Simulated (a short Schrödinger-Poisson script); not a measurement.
System: symmetric double-gate stack, SiO2 on p-type Ge(100), at 300 K.

```csv
layer,material,thickness (nm),Na (cm⁻³)
1,SiO2,3.2,-
2,Ge,5,2e17
3,SiO2,3.2,-
```

The device is made up for the run: typed textbook-type constants, with dimensions and the other settings drawn at random. SiO2: permittivity 3.9, conduction-band edge (eV) 3.1, gap (eV) 9, electron mass (mₑ) 0.5. Ge: permittivity 16, conduction-band edge (eV) 0, gap (eV) 0.664, Nv at 300 K (cm⁻³) 6e18.

Channel valleys (confinement mass, in-plane density-of-states mass, number): L4 0.12, 0.295, 4. At the gates, both at one voltage, the conduction-band edge of layer 1 lies 3.15 eV − eVg above the Fermi level of the channel. Gaps are held at their typed values at every temperature. Mesh 0.03 nm at interfaces.

From a short Schrödinger-Poisson script (our own, NumPy): 1D Poisson equation in equilibrium, electrons quantum, Hartree (BenDaniel-Duke, 12 states a valley, the channel's in-plane mass for all, wave functions ending at the dielectric), parabolic valleys, classical holes, full ionisation, no traps, pinning or gate leakage.

The same stack at other levels of the model or other numerical settings:

| run | sheet density of all electrons at Vg = 2.25 V (cm⁻²) | sheet density of all electrons at Vg = 0.45 V (cm⁻²) | capacitance of both gates at Vg = 2.25 V (μF/cm²) | rough cost against the base |
|---|---|---|---|---|
| base | 2.46e13 | 3.58e12 | 1.90 | about 1 |
| electrons treated as classical, Boltzmann | 2.82e13 | 5.03e12 | 2.11 | 0.07 |
| electrons treated as classical, Fermi-Dirac | 2.71e13 | 4.91e12 | 2.01 | 0.2 |
| mesh six times as coarse | 2.46e13 | 3.59e12 | 1.90 | 0.3 |
| one subband a valley | 2.46e13 | 3.58e12 | 1.90 | 0.6 |

The classical rows ignore confinement, and Boltzmann statistics overrate the density once the band edge passes the Fermi level.

Only the L valleys are kept; under strong confinement the Δ valleys of Ge fill too.
